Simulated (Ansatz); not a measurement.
Base system: YPt3 in the Cu3Au type structure (space group Pm-3m, No. 221; a = 4.063 Å; relaxed with 0.1 eV smearing). Axes: x, y, z lie along the cube axes.

Method: Kohn–Sham DFT with the PBEsol functional, run in Ansatz (a quantum-chemistry and plane-wave program) with PAW and 420 eV plane waves, scalar-relativistic without spin-orbit coupling.

A first run, uniaxial strain ε_zz = +1.61 %, gives secant values C11 ≈ 270 GPa and C12 ≈ 140 GPa from its stress. A second run applies isotropic strain −2.33 %.

Task: What does linear elasticity predict for the bulk modulus −ΔP/(ΔV/V₀) in the second run, and what does the run give?

Result: Linear elasticity: (C11 + 2 C12)/3 = 180 GPa. The run gives 240 GPa; any difference comes from nonlinear terms at these strains and numerical noise.

Whether these cells are dynamically stable was not tested. The final runs are not spin-polarised.
